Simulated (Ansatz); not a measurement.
Consider interstitial Cu in alpha cristobalite, charge state +1. Level of theory: PBE, PAW (plane waves to 420 eV; Ansatz, an electronic-structure program).

96-site cell at the relaxed PBE lattice, the Γ point alone, smearing 0.01 eV, spin-restricted, no finite-size correction. No zero-point or tunnelling terms. The host's phase is taken as given; its stability against other phases was not computed. The charge state is imposed; whether it is stable for some Fermi level was not computed. Sites that were not tried may lie lower.

Barriers: single points on a 2×2×2 k-point mesh shifted by half a step at the bands' geometries.

The step: several atoms move together, Cu the farthest. Atoms about the jump, Cartesian Å from the middle of the jump, before and after:

```tsv
atom	x0	y0	z0	x1	y1	z1
Cu1	-0.07	0.57	0.40	0.07	-0.57	-0.40
O2	-0.83	-0.48	1.79	-0.71	-0.54	1.50
O3	0.79	1.66	-0.90	0.75	1.76	-0.90
O4	2.64	0.14	0.16	2.48	0.11	0.10
O5	-0.04	-1.43	-2.70	0.11	-1.37	-2.29
O6	-2.76	0.16	0.13	-2.65	0.24	-0.09
Si7	-2.42	-0.84	1.36	-2.35	-0.75	1.17
Si8	2.41	1.64	-0.43	2.32	1.67	-0.40
O9	0.82	-3.15	-0.87	0.89	-3.31	-0.69
Si10	-0.23	2.08	-2.20	-0.20	2.19	-2.17
```

Q: Predict the transition state.

A: 
| atom | x | y | z |
|---|---|---|---|
| Cu1 | 0.10 | -0.24 | -0.20 |
| O2 | -0.74 | -0.60 | 1.63 |
| O3 | 0.77 | 1.61 | -0.98 |
| O4 | 2.54 | 0.11 | 0.13 |
| O5 | 0.04 | -1.34 | -2.45 |
| O6 | -2.65 | 0.19 | 0.01 |
| Si7 | -2.37 | -0.81 | 1.27 |
| Si8 | 2.35 | 1.64 | -0.43 |
| O9 | 0.85 | -3.14 | -0.71 |
| Si10 | -0.22 | 2.13 | -2.22 |
It lies 0.19 eV above the start and 0.061 eV above the end. The saddle point's order was not checked.
